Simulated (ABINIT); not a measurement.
Input and output of a dielectric-response calculation for KCl (Fm-3m, 2 atoms in the cell) (ABINIT).

Level of theory: PBE, norm-conserving pseudopotentials (PseudoDojo nc-sr-05 PBE standard) (plane waves; ABINIT).

This input was run:

```
# KCl, PseudoDojo nc-sr-05 PBE standard
pp_dirpath "./"
pseudos "K.upf, Cl.upf"
acell 4.4343585487 4.4343585487 4.4343585487 Angstrom
rprim
         0.0000000000    0.7071067812    0.7071067812
         0.7071067812    0.0000000000    0.7071067812
         0.7071067812    0.7071067812    0.0000000000
natom 2
ntypat 2
znucl 19 17
typat 1 2
xred
         0.0000000000    0.0000000000    0.0000000000
         0.5000000000    0.5000000000    0.5000000000
ecut 37
occopt 1
nband 8
kptopt 1
ngkpt 5 5 5
nshiftk 1
shiftk 0 0 0
istwfk *1
nstep 50
tolvrs1 1.0e-16
ndtset 3
prtwf1 1
getwfk2 1
iscf2 -3
kptopt2 2
nqpt2 1
qpt2 0 0 0
rfelfd2 2
tolwfr2 1.0e-20
prtwf2 1
getddk3 2
rfelfd3 3
getwfk3 1
kptopt3 2
nqpt3 1
qpt3 0 0 0
tolvrs3 1.0e-09
chneut 0
enunit 2
```

Output (repeated stretches shortened):

```
--- !BeginCycle
solver: {iscf: 7, nstep: 50, nline: 4, wfoptalg: 0, }
tolerances: {tolvrs: 1.00E-16, }
...

     iter   Etot(hartree)      deltaE(h)  residm     vres2
 ETOT  1  -46.573225205890    -4.657E+01 1.509E-02 1.892E+02
 ETOT  2  -46.596430101285    -2.320E-02 7.347E-06 1.736E+01
 ETOT  3  -46.598254042335    -1.824E-03 2.055E-05 1.342E+00
 ETOT  4  -46.598290931886    -3.689E-05 2.920E-06 7.079E-02
 ETOT  5  -46.598291924547    -9.927E-07 4.806E-08 1.605E-03
   [... 5 lines left out ...]
 ETOT 11  -46.598291974253    -1.059E-12 3.427E-17 7.430E-14
 ETOT 12  -46.598291974254    -1.513E-12 2.234E-19 3.460E-15
 ETOT 13  -46.598291974251     3.418E-12 7.664E-21 1.045E-16
 ETOT 14  -46.598291974255    -4.185E-12 1.240E-22 1.536E-18
 At SCF step   14       vres2   =  1.54E-18 < tolvrs=  1.00E-16 =>converged.

 Cartesian components of stress tensor (hartree/bohr^3)
  sigma(1 1)= -3.23374790E-05  sigma(3 2)=  0.00000000E+00
  sigma(2 2)= -3.23374790E-05  sigma(3 1)=  0.00000000E+00
  sigma(3 3)= -3.23374790E-05  sigma(2 1)=  0.00000000E+00

 ----iterations are completed or convergence reached----

 reduced coordinates (array xred) for    2 atoms
       0.000000000000      0.000000000000      0.000000000000
       0.500000000000      0.500000000000      0.500000000000
 cartesian forces (eV/Angstrom) at end:
    1     -0.00000000000000    -0.00000000000000    -0.00000000000000
    2     -0.00000000000000    -0.00000000000000    -0.00000000000000
 frms,max,avg= 0.0000000E+00 0.0000000E+00   0.000E+00  0.000E+00  0.000E+00 e/A
   [... lines left out ...]
 Fermi (or HOMO) energy (hartree) =  -0.00635   Average Vxc (hartree)=  -0.28231
 Fermi (or HOMO) energy (eV) =  -0.17276   Average Vxc (eV)=  -7.68202
total_energy        : -4.65982919742550E+01
-Cartesian components of stress tensor (GPa)         [Pressure=  9.5140E-01 GPa]
 Unit cell volume ucvol=  4.1607730E+02 bohr^3
  WARNING : still subject to testing - especially symmetries.
 Unit cell volume ucvol=  4.1607730E+02 bohr^3
   [... lines left out ...]
   3    2   2    4         0.0000000000         0.0000000000

   1    1   3    4         0.0000000000         0.0000000000
   2    1   3    4        -0.0000000000         0.0000000000
   3    1   3    4         1.1238377531         0.0000000000
   1    2   3    4         0.0000000000         0.0000000000
   2    2   3    4         0.0000000000         0.0000000000
   3    2   3    4        -1.1262934496         0.0000000000

 Calculation completed.
```

The run converged in 14 iterations. 

Summary of the result:
- Free energy E − TS = -1268.00 eV
- Fermi level (on the code's own zero) = -0.17 eV
- Pressure = 0.95 GPa
- ε∞ at this k-point mesh, which may be far from converged in small-gap cells (xx, yy, zz) = 2.34, 2.34, 2.34
- Born charges at this mesh (mean of the diagonal, e) = K 1.12, Cl -1.13

The starting cell has typed, rounded lattice constants, without a prior relaxation at this level. Its lattice was rescaled by up to half a per cent.

Cost on one core of a shared machine: roughly 4 min.
